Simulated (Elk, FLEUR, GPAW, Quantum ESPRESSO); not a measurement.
One structure in several programs: SmB2 (P6/mmm, 3 atoms in the cell)

Self-consistent single point, at a second geometry (lattice scaled by 0.98). First geometry:

```
SmB2
1.0
    3.33414     0.00000     0.00000
   -1.66707     2.88745     0.00000
    0.00000     0.00000     4.03079
Sm B
1 2
Direct
  0.00000   0.00000   0.00000
  0.33333   0.66667   0.50000
  0.66667   0.33333   0.50000
```
Moments meant for the start (each program seeds them in its own way; μB, in the order of the atoms Sm B B): 5.0 0.0 0.0.

Shared settings, as Quantum ESPRESSO writes them: occupations = smearing; smearing = fd; degauss = 0.0073499 Ry; nspin = 2; K_POINTS = automatic 11 11 8 0 0 0. Potentials and cutoffs stand in the table.

```
code                                                                                            model  ΔF from the first geometry (meV/atom)  size of the net moment (μB/atom)           cutoff
----------------  -----------------------------------------------------------------------------------  -------------------------------------  --------------------------------  ---------------
FLEUR                    LDA (Perdew-Zunger), all-electron FLAPW (FLEUR), scalar-relativistic valence                                  -32.8                              1.87  Kmax 3.8 1/bohr
Elk               LDA (PW92), all-electron FP-LAPW, Elk's shipped species files, default APW+lo basis                                  -34.1                              1.89         rgkmax 7
GPAW                                    LDA (Perdew-Wang 92), GPAW PAW datasets LDA (gpaw-data 1.0.1)                                  -30.7                              1.88           950 eV
Quantum ESPRESSO                               LDA (PZ), SSSP 1.1.2 efficiency (PBE) pseudopotentials                                  -30.7                              1.85            50 Ry
```

On FLEUR's run: spin-orbit coupling is off. With one magnetic atom in the cell only a parallel order is possible. With U or open f shells several self-consistent states can exist. The f electrons are in the valence without U or exact exchange, which can misplace them near the Fermi level. Spin-orbit terms, which matter for f shells, are left out.

The spread over the programs that give each value: ΔF from the first geometry within 3.4 meV/atom; size of the net moment within 0.04 μB/atom.

FLEUR and Elk treat all electrons, but the usual bases taken here (sphere radii, linearisation, local orbitals, empty states) were not tested for convergence, so the values are no reference for the others. The same LDA comes in different parametrisations, which differ slightly.

The starting cell comes from a database of computed structures (which also holds hypothetical and non-ambient phases and stackings), without a prior relaxation at this level. For this run, on top of that: lattice scaled by 0.98.

Left out of this page: Ansatz (with a known weakness of the program).
